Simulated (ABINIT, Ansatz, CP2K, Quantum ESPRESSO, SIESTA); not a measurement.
**Code comparison for C (P6_3/mmc, 4 atoms in the cell)**

Self-consistent single point.

```
CELL_PARAMETERS angstrom
      1.23000    -2.13042     0.00000
      1.23000     2.13042     0.00000
      0.00000     0.00000     6.71000
ATOMIC_POSITIONS crystal
  C  0.00000 0.00000 0.25000
  C  0.00000 0.00000 0.75000
  C  0.33333 0.66667 0.25000
  C  0.66667 0.33333 0.75000
```

All programs got the same cell, k-point mesh and kind of occupations (in Ansatz's words: kpoints.mp_grid.grid = 15 15 5; scf.occupations.method = gaussian; scf.occupations.width = 0.136 eV); potentials, basis and cutoffs are each program's usual ones.

```json
[
 {"code": "CP2K", "model": "PBE, GPW, DZVP-MOLOPT-SR-GTH basis, GTH-PBE potentials (GTH_POTENTIALS)", "pressure (GPa)": "3.71", "k-points": "563", "cutoff": "grid 400 Ry"},
 {"code": "Ansatz", "model": "PBE, default PAW files", "pressure (GPa)": "2.58", "k-points": "81", "cutoff": "default"},
 {"code": "ABINIT", "model": "PBE, PAW (JTH v2.0 PBE PAW)", "pressure (GPa)": "3.25", "k-points": "81", "cutoff": "42 Ry"},
 {"code": "SIESTA", "model": "GGA PBE, numerical atomic orbitals DZP, PseudoDojo PBE standard norm-conserving potentials (rewritten from UPF to PSML)", "pressure (GPa)": "11.92", "k-points": "563", "cutoff": "grid 300 Ry"},
 {"code": "Quantum ESPRESSO", "model": "PBE, PSlibrary PAW (PBE) pseudopotentials", "pressure (GPa)": "3.24", "k-points": "81", "cutoff": "45 Ry"}
]
```

The spread over the programs that give each value: pressure within 9.34 GPa.

The starting cell has typed, rounded lattice constants, without a prior relaxation at this level. On Ansatz's run: In the base run, with a pressure of about 3 GPa the cell is away from its equilibrium volume at this level.

Problem. Why do the programs differ, and what cannot be compared?

Solution. Differences of this kind can come from the potentials, where these differ, and from what each basis and cutoff leave unconverged. The zero of total energies and Fermi levels follows the potentials and each program's conventions, so they are not compared here. CP2K and SIESTA use small atom-centred bases, whose incompleteness enters pressures, forces and empty levels differently from a plane-wave cutoff. Ansatz's pressure is given at a fixed set of plane waves, as the other plane-wave codes print theirs; with its correction for the finite basis it is 3.12 GPa (the shift of 0.55 GPa shows how far the cutoff is from converged). The programs reduce the same mesh by symmetry to different extents, which changes the work and not the result. In the pressure, SIESTA (by 8.68) lies more than 1 GPa from the median of the plane-wave programs.

Left out of this page: GPAW and FLEUR (not drawn, or without a comparable value).

Ansatz is a program for electronic structure.

Keys are those of Ansatz 0.2.
